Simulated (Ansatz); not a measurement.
Response to strain in Mg2Sn

Start from Mg2Sn (space group Fm-3m, No. 225; relaxed with 0.1 eV smearing).

Space group Fm-3m (No. 225); a = b = c = 6.6638 Å, α = β = γ = 90.00°

| atom | site | symmetry | x | y | z |
|---|---|---|---|---|---|
| Mg | 8c | -43m | 0.2500 | 0.2500 | 0.2500 |
| Sn | 4a | m-3m | 0.0000 | 0.0000 | 0.0000 |
(The calculation used a cell of 3 atoms; values per cell refer to that cell.)

Strains are applied to the cell and any free atomic positions relax.

Level of theory: DFT with LDA, PAW potentials and a 420 eV plane-wave cutoff in Ansatz (a first-principles code), no SOC.

Notes on the quantities. energy relative to the base: free energy F.

```
change                    energy relative to the base  volume per atom
------------------------  ---------------------------  ---------------
base                                       0 meV/atom         24.66 Å³
isotropic strain −3.00 %                            …         22.51 Å³
isotropic strain −2.00 %                            …         23.21 Å³
isotropic strain −1.50 %                            …         23.57 Å³
isotropic strain +0.50 %                +0.8 meV/atom         25.03 Å³
isotropic strain +1.00 %                +3.1 meV/atom         25.41 Å³
isotropic strain +1.50 %                +6.8 meV/atom         25.79 Å³
isotropic strain +2.00 %                            …         26.17 Å³
isotropic strain +2.50 %                 +18 meV/atom         26.56 Å³
isotropic strain +3.00 %                 +26 meV/atom         26.95 Å³
```

Task: Some entries are withheld; estimate them.

Result: 
- isotropic strain −3.00 %, energy relative to the base: +32 meV/atom
- isotropic strain −2.00 %, energy relative to the base: +14 meV/atom
- isotropic strain −1.50 %, energy relative to the base: +7.7 meV/atom
- isotropic strain +2.00 %, energy relative to the base: +12 meV/atom

Stability against distortions was not tested.
